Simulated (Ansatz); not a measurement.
A periodic model of amorphous Si$_{24}$O$_{51}$Lu$_{2}$:

```yaml
crystal:
  lattice:
    - [10.48927, 0.00000, 0.00000]
    - [0.00000, 10.48927, 0.00000]
    - [0.00000, 0.00000, 10.48927]
  atoms:
    - { symbol: Si, position: [0.46585, 0.80098, 0.78626] }
    - { symbol: Si, position: [0.01714, 0.62075, 0.04753] }
    - { symbol: Si, position: [0.98413, 0.20907, 0.48445] }
    - { symbol: Si, position: [0.55116, 0.53113, 0.81581] }
    - { symbol: Si, position: [0.20972, 0.51302, 0.24822] }
    - { symbol: Si, position: [0.63299, 0.17111, 0.02397] }
    - { symbol: Si, position: [0.49712, 0.51000, 0.27065] }
    - { symbol: Si, position: [0.08258, 0.11878, 0.98637] }
    - { symbol: Si, position: [0.96727, 0.85843, 0.88489] }
    - { symbol: Si, position: [0.74308, 0.46475, 0.62093] }
    - { symbol: Si, position: [0.29624, 0.03934, 0.82767] }
    - { symbol: Si, position: [0.40493, 0.28699, 0.88670] }
    - { symbol: Si, position: [0.02464, 0.46051, 0.64645] }
    - { symbol: Si, position: [0.56527, 0.21932, 0.29509] }
    - { symbol: Si, position: [0.59696, 0.90459, 0.55322] }
    - { symbol: Si, position: [0.72820, 0.65783, 0.16402] }
    - { symbol: Si, position: [0.01366, 0.28486, 0.20766] }
    - { symbol: Si, position: [0.71055, 0.17080, 0.55410] }
    - { symbol: Si, position: [0.79520, 0.70196, 0.45453] }
    - { symbol: Si, position: [0.19286, 0.00360, 0.56199] }
    - { symbol: Si, position: [0.40457, 0.99230, 0.36120] }
    - { symbol: Si, position: [0.67879, 0.87412, 0.97361] }
    - { symbol: Si, position: [0.03494, 0.76002, 0.60090] }
    - { symbol: Si, position: [0.13105, 0.37951, 0.89015] }
    - { symbol: O, position: [0.19113, 0.03104, 0.71375] }
    - { symbol: O, position: [0.16214, 0.84393, 0.55027] }
    - { symbol: O, position: [0.87711, 0.45790, 0.71417] }
    - { symbol: O, position: [0.04027, 0.49701, 0.94782] }
    - { symbol: O, position: [0.90929, 0.36090, 0.12854] }
    - { symbol: O, position: [0.32609, 0.87673, 0.29953] }
    - { symbol: O, position: [0.64500, 0.04044, 0.61854] }
    - { symbol: O, position: [0.82051, 0.84915, 0.92189] }
    - { symbol: O, position: [0.14196, 0.37148, 0.24126] }
    - { symbol: O, position: [0.49184, 0.61328, 0.38403] }
    - { symbol: O, position: [0.12102, 0.60861, 0.15776] }
    - { symbol: O, position: [0.48890, 0.23148, 0.00301] }
    - { symbol: O, position: [0.86206, 0.61337, 0.08416] }
    - { symbol: O, position: [0.27191, 0.35154, 0.94500] }
    - { symbol: O, position: [0.13764, 0.41095, 0.74002] }
    - { symbol: O, position: [0.47648, 0.83172, 0.63080] }
    - { symbol: O, position: [0.65834, 0.77643, 0.09228] }
    - { symbol: O, position: [0.94928, 0.22847, 0.33736] }
    - { symbol: O, position: [0.51656, 0.36327, 0.32070] }
    - { symbol: O, position: [0.77725, 0.71014, 0.30207] }
    - { symbol: O, position: [0.04455, 0.75082, 0.96732] }
    - { symbol: O, position: [0.06634, 0.60874, 0.62185] }
    - { symbol: O, position: [0.98843, 0.82693, 0.73308] }
    - { symbol: O, position: [0.02106, 0.35360, 0.53470] }
    - { symbol: O, position: [0.62577, 0.54243, 0.18269] }
    - { symbol: O, position: [0.79050, 0.54975, 0.49777] }
    - { symbol: O, position: [0.60036, 0.83910, 0.84570] }
    - { symbol: O, position: [0.70442, 0.79460, 0.53996] }
    - { symbol: O, position: [0.35708, 0.89661, 0.84211] }
    - { symbol: O, position: [0.53950, 0.92701, 0.41202] }
    - { symbol: O, position: [0.69210, 0.31771, 0.60899] }
    - { symbol: O, position: [0.35848, 0.50894, 0.19204] }
    - { symbol: O, position: [0.38430, 0.16297, 0.79162] }
    - { symbol: O, position: [0.46859, 0.39959, 0.80365] }
    - { symbol: O, position: [0.06208, 0.15225, 0.13455] }
    - { symbol: O, position: [0.93532, 0.76432, 0.48415] }
    - { symbol: O, position: [0.62851, 0.54789, 0.68004] }
    - { symbol: O, position: [0.09256, 0.09904, 0.49653] }
    - { symbol: O, position: [0.86384, 0.14830, 0.56169] }
    - { symbol: O, position: [0.33023, 0.02973, 0.49743] }
    - { symbol: O, position: [0.73393, 0.23366, 0.92854] }
    - { symbol: O, position: [0.23035, 0.07607, 0.96308] }
    - { symbol: O, position: [0.63601, 0.01519, 0.01608] }
    - { symbol: O, position: [0.65796, 0.52343, 0.92417] }
    - { symbol: O, position: [0.21309, 0.58144, 0.38560] }
    - { symbol: O, position: [0.44177, 0.12193, 0.28473] }
    - { symbol: O, position: [0.65522, 0.17417, 0.41209] }
    - { symbol: O, position: [0.04367, 0.25050, 0.90580] }
    - { symbol: O, position: [0.65872, 0.20746, 0.17289] }
    - { symbol: O, position: [0.00196, 0.00285, 0.92514] }
    - { symbol: O, position: [0.44362, 0.64967, 0.81370] }
    - { symbol: Lu, position: [0.82231, 0.40651, 0.95525] }
    - { symbol: Lu, position: [0.33799, 0.72590, 0.43259] }
```

Methods: PBE, scalar-relativistic without spin-orbit coupling (Ansatz, an electronic-structure program); r2SCAN, scalar-relativistic without spin-orbit coupling (Ansatz); HSE06, scalar-relativistic without spin-orbit coupling (Ansatz). Neutral PBE cell, which sets geometry, pressure and energy: sampling: a 2×2×2 Γ-centred mesh; Fermi-Dirac width 0.02 eV; no spin polarisation. Exact exchange is cut at the faces of this 10 Å cell, which leaves hybrid gaps a finite-size error.

The cell was made by melting and quenching with the CHGNet potential and then relaxed with DFT. O atoms were pushed apart under 1.9 Å during the dynamics, to hinder bonds among them. The hot cell started wider than the set density and was brought back towards it in steps. It is the lowest in DFT energy of 2 quenches. It is a model cell: composition and starting density were chosen by hand, and all elements were melted together. No dispersion term was used. Its density started from a set value of 2.64 and ended at 2.65 g/cm³. The simulated quench (nominally 400 K/ps over its main leg) is rapid and tends to freeze in more defects than a deposited or slowly cooled glass has. Values belong to this one cell and scatter from quench to quench. The volume was free in the relaxation, at fixed shape.

Question: Give the pressure and the spacing of the highest filled and lowest empty levels.

Answer: 
| Quantity | Result |
|---|---|
| Pressure on a 2×2×2 Γ-centred mesh | -0.01 GPa |
| Largest force and stress component on that mesh (the relaxation ran on the zone centre alone) | 0.04 eV/Å and 3.1 GPa |
| Level gap on a 2×2×2 Γ-centred mesh (PBE) | 4.36 eV |
| Level gap at the zone centre (PBE) | 4.38 eV |
| Level gap at the zone centre (r2SCAN) | 5.00 eV |
| Level gap at the zone centre (HSE06) | 6.12 eV |
| Distance between the nearest levels spread over more than a fifth of the atoms or a third of the atoms of their main element (six at least) (PBE, zone centre) | 5.07 eV |

Question: At PBE and the zone centre, how localised are the states just below and above the Fermi level (participation number: the atoms over which a state spreads)?

Answer: The highest filled state is spread over 3.2 atoms' worth, largest on O29, with weights by element (charge in smoothed Voronoi cells) O 0.93, Si 0.04, Lu 0.03. The lowest empty state is spread over 55.4 atoms' worth, largest on Lu77, with weights by element (charge in smoothed Voronoi cells) O 0.68, Si 0.24, Lu 0.08.

At PBE the levels at the filled edge of the gap are localised (band-tail or defect states), and the nearest spread-out levels lie 5.1 eV apart at the zone centre.

Bonds are counted up to Si-Si 2.60 Å, Si-O 1.90 Å, Si-Lu 3.28 Å, O-O 1.58 Å, O-Lu 2.78 Å, Lu-Lu 4.11 Å. Two cations that share two anions don't count as bonded, nor two that share one unless they lie closer than Si-Si 2.38 Å, Si-Lu 3.19 Å, Lu-Lu 4.00 Å.

Added carriers, by PBE, scalar-relativistic without spin-orbit coupling (Ansatz) on the zone centre alone. Charged cells keep the cell fixed and stand in a uniform background, with no image correction, at a width of 0.01 eV; where the count is odd the moment is locked at 1 μB, unless the neutral cell bore moments. Each starts from the undistorted neutral geometry alone. PBE's self-interaction favours spread-out carriers, so it can miss traps that a hybrid finds.

Question: What happens at PBE when the cell takes an extra electron and the atoms relax?

Answer: Relaxation lowers the charged cell by 0.04 eV. The largest moves are Lu77 0.09 Å, O30 0.09 Å, O64 0.07 Å, O69 0.05 Å. The level that holds the added charge spreads over 42.3 atoms' worth, most on Lu77 (weight 0.09): a carrier spread over the cell. No bond crosses its cut-off with a change of over 0.15 Å (metal-metal contacts aside). Made neutral again at that geometry, the cell lies +0.06 eV from the neutral start.

Question: What happens at PBE when the cell takes a hole and the atoms relax?

Answer: Relaxation lowers the charged cell by 0.16 eV. The largest moves are O35 0.09 Å, Lu76 0.08 Å, O33 0.08 Å, O65 0.08 Å. The level that was emptied spreads over 9.6 atoms' worth, most on O34 (weight 0.18): a partly localised carrier. No bond crosses its cut-off with a change of over 0.15 Å (metal-metal contacts aside). Made neutral again at that geometry, the cell lies +0.20 eV from the neutral start.
